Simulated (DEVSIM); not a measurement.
Device: abrupt GaAs p-n junction, at 300 K.

```tsv
layer (left to right)	material	thickness (μm)	Nd (cm⁻³)	Na (cm⁻³)	τn (s)	τp (s)
1	GaAs	3.40	-	1.5e17	1.1e-9	1.1e-9
2	GaAs	160	3.8e14	-	1.1e-9	1.1e-9
```

Left contact: ohmic. Right contact: ohmic. Voltage is applied to the left contact. Recombination: SRH at mid-gap. Mobility is μmin + (μ − μmin)/(1 + (N/Nref)^α).

This is a model device: material constants are rounded textbook-type values typed into the input, and sizes, dopings and lifetimes were drawn at random. Values at 300 K.

```
parameter        GaAs
-------------  ------
gap (eV)        1.424
affinity (eV)    4.07
permittivity     12.9
Nc (cm⁻³)      4.7e17
Nv (cm⁻³)        9e18
μn (cm²/Vs)      8500
μp (cm²/Vs)       400
μn,min            500
μp,min             20
Nref,n           6e16
Nref,p         1.5e17
αn               0.39
αp               0.38
```

Model (solved in DEVSIM): 1D drift-diffusion, Boltzmann statistics, complete ionisation; no tunnelling, impact ionisation, image-force lowering or self-heating.

The doping Na of layer 1 was swept, all else fixed.

```csv
doping Na of layer 1 (cm^-3),largest field in the device at zero bias (V/cm),dark forward voltage at 1 A/cm² (V),potential step across the device at zero bias (V)
4.5e15,9900,0.952,1.043
1.5e16,11000,0.960,1.075
4.5e16,14000,0.963,1.103
1.5e17,22000,0.963,1.134
4.5e17,36000,0.964,1.162
1.5e18,[?],0.964,1.194
4.5e18,110000,0.964,1.222
```

**Question.** Some entries are withheld; supply them.

**Answer.** 
- 1.5e18, largest field in the device at zero bias (V/cm): 64000
